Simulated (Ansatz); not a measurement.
# ZnS (P3m1, No. 156, 32 atoms in the cell; start mp-556950; a measured phase of this formula has another space group)

Computed with LDA in Ansatz (plane waves, PAW).

Run with plane-wave cutoff 520 eV, 12×12×1 k mesh (along the axes of the cell as run), Fermi–Dirac smearing 0.01 eV, scalar-relativistic PAW data made under PBE.

Cell (relaxed at this level):

```
CELL_PARAMETERS angstrom
      3.74317     0.00000     0.00000
     -1.87158     3.24168     0.00000
      0.00000     0.00000    48.97822
ATOMIC_POSITIONS crystal
  Zn 0.33333 0.66667 0.62501
  Zn 0.66667 0.33333 0.12502
  Zn 0.00000 0.00000 0.43746
  Zn 0.33333 0.66667 0.06259
  Zn 0.66667 0.33333 0.50000
  Zn 0.33333 0.66667 0.24992
  Zn 0.66667 0.33333 0.31245
  Zn 0.00000 0.00000 0.81256
  Zn 0.66667 0.33333 0.68755
  Zn 0.00000 0.00000 0.18747
  Zn 0.33333 0.66667 0.37504
  Zn 0.33333 0.66667 0.93746
  Zn 0.00000 0.00000 0.56259
  Zn 0.66667 0.33333 0.87501
  Zn 0.33333 0.66667 0.75013
  Zn 0.00000 0.00000 0.00000
  S  0.00000 0.00000 0.23429
  S  0.33333 0.66667 0.29673
  S  0.66667 0.33333 0.35937
  S  0.66667 0.33333 0.54692
  S  0.33333 0.66667 0.10939
  S  0.66667 0.33333 0.73447
  S  0.33333 0.66667 0.98428
  S  0.66667 0.33333 0.92184
  S  0.00000 0.00000 0.85938
  S  0.33333 0.66667 0.67182
  S  0.00000 0.00000 0.48428
  S  0.33333 0.66667 0.79693
  S  0.00000 0.00000 0.60938
  S  0.00000 0.00000 0.04692
  S  0.66667 0.33333 0.17184
  S  0.33333 0.66667 0.42184
```

```json
{
  "band_gap": "2.14 eV (on the SCF k mesh)"
}
```

Note: the relaxation could not lower the start's symmetry, so the cell can be a saddle point above a distorted one.

The computed numbers hold no vibrational or temperature effects.

A start named mp-… is a Materials Project structure, which need not be a measured phase.

Ansatz is a quantum-chemistry and plane-wave program.
